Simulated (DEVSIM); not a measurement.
System: illuminated Si p-on-n cell, one wavelength, with a back-surface field, at 300 K.

```csv
layer (left to right),material,thickness (μm),Nd (cm⁻³),Na (cm⁻³),τn (s),τp (s),absorption coefficient (cm⁻¹)
1,Si,0.0630,-,2.7e18,3.4e-8,2.3e-7,660
2,Si,49.0,1.4e17,-,1.3e-6,1.3e-6,660
3,Si,0.260,1.9e18,-,1.3e-6,1.3e-6,660
```

Left contact: ohmic, minority electron recombination velocity 2000 cm/s. Right contact: ohmic, minority hole recombination velocity 2e5 cm/s. Voltage is applied to the left contact. Recombination: SRH at mid-gap, radiative, Auger. Gap narrowing is on: ΔEg = 6.92 meV × (l + √(l² + 0.5)), l = ln(N/1.3e17 cm⁻³), shared equally by both band edges. Light enters at the left, 2.2e16 photons cm⁻² s⁻¹, one pass, no reflection. Mobility is μmin + (μ − μmin)/(1 + (N/Nref)^α).

Constants are typed, rounded textbook-type inputs, not results; the design itself was drawn at random and stands for no fabricated device. Values at 300 K.

```tsv
parameter	Si
gap (eV)	1.124
affinity (eV)	4.05
permittivity	11.7
Nc (cm⁻³)	2.86e19
Nv (cm⁻³)	3.1e19
μn (cm²/Vs)	1417
μp (cm²/Vs)	470
μn,min	52
μp,min	45
Nref,n	9.7e16
Nref,p	2.2e17
αn	0.68
αp	0.72
B (cm³/s)	4.7e-15
Cn (cm⁶/s)	2.8e-31
Cp (cm⁶/s)	9.9e-32
```

DEVSIM, 1D drift-diffusion, Boltzmann statistics, complete ionisation; no tunnelling, impact ionisation, image-force lowering or self-heating.

Problem. Tabulate band edges, carrier densities and field at 0.9 V on the left contact, in the dark.

Solution. Energies count from the Fermi level of the right contact; mesh points crowd at the junctions.

```json
[
 {"x (μm)": "0.000", "Ec (eV)": "0.118", "Ev (eV)": "-0.963", "n (cm⁻³)": "1.5e17", "p (cm⁻³)": "2.7e18", "field (V/cm)": "4600"},
 {"x (μm)": "0.02411", "Ec (eV)": "0.120", "Ev (eV)": "-0.962", "n (cm⁻³)": "1.5e17", "p (cm⁻³)": "2.8e18", "field (V/cm)": "≈ 0"},
 {"x (μm)": "0.04931", "Ec (eV)": "0.120", "Ev (eV)": "-0.962", "n (cm⁻³)": "1.5e17", "p (cm⁻³)": "2.8e18", "field (V/cm)": "-270"},
 {"x (μm)": "0.07365", "Ec (eV)": "0.097", "Ev (eV)": "-1.021", "n (cm⁻³)": "3.4e17", "p (cm⁻³)": "2.9e17", "field (V/cm)": "-6500"},
 {"x (μm)": "0.1521", "Ec (eV)": "0.094", "Ev (eV)": "-1.024", "n (cm⁻³)": "3.9e17", "p (cm⁻³)": "2.5e17", "field (V/cm)": "≈ 0"},
 {"x (μm)": "0.3054", "Ec (eV)": "0.094", "Ev (eV)": "-1.024", "n (cm⁻³)": "3.9e17", "p (cm⁻³)": "2.5e17", "field (V/cm)": "≈ 0"},
 {"x (μm)": "0.6925", "Ec (eV)": "0.094", "Ev (eV)": "-1.024", "n (cm⁻³)": "3.9e17", "p (cm⁻³)": "2.5e17", "field (V/cm)": "≈ 0"},
 {"x (μm)": "2.171", "Ec (eV)": "0.095", "Ev (eV)": "-1.023", "n (cm⁻³)": "3.8e17", "p (cm⁻³)": "2.4e17", "field (V/cm)": "≈ 0"},
 {"x (μm)": "5.269", "Ec (eV)": "0.097", "Ev (eV)": "-1.022", "n (cm⁻³)": "3.6e17", "p (cm⁻³)": "2.2e17", "field (V/cm)": "≈ 0"},
 {"x (μm)": "12.35", "Ec (eV)": "0.101", "Ev (eV)": "-1.018", "n (cm⁻³)": "3.2e17", "p (cm⁻³)": "1.8e17", "field (V/cm)": "≈ 0"},
 {"x (μm)": "29.09", "Ec (eV)": "0.113", "Ev (eV)": "-1.006", "n (cm⁻³)": "2.5e17", "p (cm⁻³)": "1.1e17", "field (V/cm)": "≈ 0"},
 {"x (μm)": "42.96", "Ec (eV)": "0.126", "Ev (eV)": "-0.993", "n (cm⁻³)": "1.9e17", "p (cm⁻³)": "5.1e16", "field (V/cm)": "11"},
 {"x (μm)": "46.48", "Ec (eV)": "0.130", "Ev (eV)": "-0.988", "n (cm⁻³)": "1.8e17", "p (cm⁻³)": "3.5e16", "field (V/cm)": "13"},
 {"x (μm)": "48.03", "Ec (eV)": "0.132", "Ev (eV)": "-0.986", "n (cm⁻³)": "1.7e17", "p (cm⁻³)": "2.8e16", "field (V/cm)": "14"},
 {"x (μm)": "48.76", "Ec (eV)": "0.133", "Ev (eV)": "-0.985", "n (cm⁻³)": "1.6e17", "p (cm⁻³)": "2.4e16", "field (V/cm)": "15"},
 {"x (μm)": "48.95", "Ec (eV)": "0.134", "Ev (eV)": "-0.985", "n (cm⁻³)": "1.6e17", "p (cm⁻³)": "2.3e16", "field (V/cm)": "14"},
 {"x (μm)": "49.03", "Ec (eV)": "0.133", "Ev (eV)": "-0.986", "n (cm⁻³)": "1.7e17", "p (cm⁻³)": "2.2e16", "field (V/cm)": "-1000"},
 {"x (μm)": "49.06", "Ec (eV)": "0.079", "Ev (eV)": "-1.008", "n (cm⁻³)": "1.4e18", "p (cm⁻³)": "9.2e15", "field (V/cm)": "-28000"},
 {"x (μm)": "49.11", "Ec (eV)": "0.070", "Ev (eV)": "-1.016", "n (cm⁻³)": "1.9e18", "p (cm⁻³)": "5.8e15", "field (V/cm)": "≈ 0"},
 {"x (μm)": "49.19", "Ec (eV)": "0.070", "Ev (eV)": "-1.016", "n (cm⁻³)": "1.9e18", "p (cm⁻³)": "4.5e15", "field (V/cm)": "≈ 0"},
 {"x (μm)": "49.28", "Ec (eV)": "0.070", "Ev (eV)": "-1.016", "n (cm⁻³)": "1.9e18", "p (cm⁻³)": "3.2e15", "field (V/cm)": "≈ 0"},
 {"x (μm)": "49.32", "Ec (eV)": "0.070", "Ev (eV)": "-1.016", "n (cm⁻³)": "1.9e18", "p (cm⁻³)": "2.5e15", "field (V/cm)": "100"}
]
```
